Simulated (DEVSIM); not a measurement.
Structure: GaAs n-i-p diode, at 350 K.

```csv
layer (left to right),material,thickness (μm),Nd (cm⁻³),Na (cm⁻³),τn (s),τp (s)
1,GaAs,0.180,1.3e17,-,7.2e-8,7.2e-8
2,GaAs,5.00,-,2.4e11,7.2e-8,7.2e-8
3,GaAs,2.10,-,4.9e16,7.2e-8,7.2e-8
```

Left contact: ohmic. Right contact: ohmic. Voltage is applied to the left contact. Recombination: SRH at mid-gap, radiative, Auger. Mobility is constant in doping.

The device is made up for the run: typed textbook-type constants, with dimensions and the other settings drawn at random. Values at 300 K; Nc and Nv go as T^1.5, mobilities as T to minus their exponent, the gap by Varshni's rule with the affinity fixed.

```tsv
parameter	GaAs
gap (eV)	1.424
affinity (eV)	4.07
permittivity	12.9
Nc (cm⁻³)	4.7e17
Nv (cm⁻³)	9e18
μn (cm²/Vs)	8500
μp (cm²/Vs)	400
T exponent of μn	2.1
T exponent of μp	2.2
B (cm³/s)	2e-10
Cn (cm⁶/s)	1e-30
Cp (cm⁶/s)	1e-30
Varshni α (eV/K)	0.000541
Varshni β (K)	204
```

Model (solved in DEVSIM): 1D drift-diffusion, Boltzmann statistics, complete ionisation; no tunnelling, impact ionisation, image-force lowering or self-heating.

**Question.** Tabulate band edges, carrier densities and field at -1.05 V on the left contact.

**Answer.** Energies count from the Fermi level of the right contact; mesh points crowd at the junctions.

```
x (μm)   Ec (eV)  Ev (eV)  n (cm⁻³)  p (cm⁻³)  field (V/cm)
-------  -------  -------  --------  --------  ------------
0.000      1.096   -0.305    1.3e17     < 1e2           ≈ 0
0.03057    1.096   -0.305    1.3e17    2.8e13           ≈ 0
0.08926    1.096   -0.305    1.3e17    8.3e13            19
0.1490     1.099   -0.302    1.2e17    1.5e14          2200
0.1867     1.135   -0.266    3.5e16    5.9e14         15000
0.2309     1.173   -0.228    9.9e15    2.2e15          4800
0.3387     1.193   -0.208    5.1e15    4.3e15           450
0.7709     1.194   -0.207    4.8e15    4.8e15           -42
1.653      1.190   -0.211    5.1e15    5.1e15           -42
3.450      1.183   -0.218    5.6e15    5.6e15           -40
4.512      1.179   -0.222    6.0e15    6.0e15           -38
4.990      1.177   -0.224    6.1e15    6.3e15            58
5.116      1.185   -0.216    4.8e15    8.2e15          2000
5.168      1.206   -0.195    2.4e15    1.6e16          7300
5.210      1.233   -0.168    9.4e14    4.1e16          2800
5.287      1.238   -0.162    7.5e14    5.0e16            63
5.471      1.238   -0.162    6.8e14    5.0e16           ≈ 0
5.944      1.238   -0.163    5.1e14    5.0e16           ≈ 0
6.839      1.237   -0.164    1.7e14    4.9e16           ≈ 0
7.111      1.237   -0.164    6.5e13    4.9e16           ≈ 0
7.224      1.237   -0.164    2.2e13    4.9e16           ≈ 0
7.280      1.237   -0.164     < 1e2    4.9e16           ≈ 0
```
